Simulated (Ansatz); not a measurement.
System: C (model structure, P4₂/ncm, No. 138, 12 atoms in the cell). Method: LDA in Ansatz (plane waves, PAW).

Numerical settings: plane-wave cutoff 520 eV, 10×10×8 k mesh (along the axes of the cell as run), Fermi–Dirac smearing 0.01 eV, scalar-relativistic PAW data made under PBE.

Cell (relaxed at this level):

```yaml
crystal:
  lattice:
    - [3.39024, 0.00000, 0.00000]
    - [0.00000, 3.39024, 0.00000]
    - [0.00000, 0.00000, 6.01716]
  atoms:
    - { symbol: C, position: [0.83213, 0.33213, 0.35947] }
    - { symbol: C, position: [0.16787, 0.66787, 0.35947] }
    - { symbol: C, position: [0.16787, 0.33213, 0.85947] }
    - { symbol: C, position: [0.83213, 0.66787, 0.85947] }
    - { symbol: C, position: [0.66787, 0.83213, 0.64053] }
    - { symbol: C, position: [0.33213, 0.16787, 0.64053] }
    - { symbol: C, position: [0.33213, 0.83213, 0.14053] }
    - { symbol: C, position: [0.66787, 0.16787, 0.14053] }
    - { symbol: C, position: [0.00000, 0.00000, 0.50000] }
    - { symbol: C, position: [0.50000, 0.50000, 0.00000] }
    - { symbol: C, position: [0.50000, 0.50000, 0.50000] }
    - { symbol: C, position: [0.00000, 0.00000, 0.00000] }
```

Question: Estimate the band gap, smallest direct gap on the k points sampled and direct gap at Γ that the calculation returns.

Answer: 
band gap: 3.59 eV (indirect)
smallest direct gap on the k points sampled: 4.82 eV
direct gap at Γ: 4.92 eV

Note: the relaxation could raise the start's symmetry but not lower it, so the cell can be a saddle point.

Static lattice: no zero-point or thermal effects.

A model structure was made by putting elements into a prototype or built by hand; it is no filed structure, need not be a known phase, and can be a saddle point held by its symmetry.

Ansatz is a first-principles code.
